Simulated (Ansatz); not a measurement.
SiS2: pressure series

Base system: SiS$_{2}$ (space group I-42d, No. 122; a = 5.556 Å, c = 8.694 Å).

Cell and atoms are relaxed at each pressure.

All numbers come from r2SCAN (Ansatz, a quantum-chemistry and plane-wave program, PAW, no spin-orbit coupling), earlier PAW set.

Candidates:
(a) pressure −1 GPa
(b) pressure 0.7 GPa
(c) pressure 1.5 GPa

Before the change:

The band gap is 3.54 eV.

Task: Order them by band gap, lowest first.

Result: (c) pressure 1.5 GPa (3.30 eV), (b) pressure 0.7 GPa (3.43 eV), (a) pressure −1 GPa (3.70 eV)

Load acts through the strain it causes; cell and atoms are relaxed under it. Whether these cells are dynamically stable was not tested.
